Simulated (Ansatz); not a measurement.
System: rock-salt BN (model structure). Method: PBEsol (Ansatz, a program for electronic structure, PAW).

Numerical settings: plane-wave cutoff 500 eV, 20×20×20 k mesh, Fermi–Dirac smearing 0.05 eV, scalar-relativistic PAW data made under PBE.

Cell (relaxed at this level):

```cif
data_B4N4
_chemical_formula_sum 'B4 N4'
_space_group_name_H-M_alt 'Fm-3m'
_space_group_IT_number 225
_space_group_name_Hall '-F 4 2 3'
_cell_length_a 3.48263
_cell_length_b 3.48263
_cell_length_c 3.48263
_cell_angle_alpha 90.000
_cell_angle_beta 90.000
_cell_angle_gamma 90.000
loop_
_atom_site_label
_atom_site_type_symbol
_atom_site_symmetry_multiplicity
_atom_site_Wyckoff_symbol
_atom_site_fract_x
_atom_site_fract_y
_atom_site_fract_z
_atom_site_occupancy
B1 B 4 a 0.00000 0.00000 0.00000 1
N1 N 4 b 0.50000 0.50000 0.50000 1
```
(The calculation used a cell of 2 atoms; values per cell refer to that cell.)

Problem. Predict the band gap.

Solution. 
- band gap: 1.31 eV (on the SCF k mesh)

Note: the relaxation could raise the start's symmetry but not lower it, so the cell can be a saddle point.

The computed numbers hold no vibrational or temperature effects.

The result took around 18 core-seconds (rough).

A model structure was made by putting elements into a prototype or built by hand; it is no filed structure, need not be a known phase, and can be a saddle point held by its symmetry.
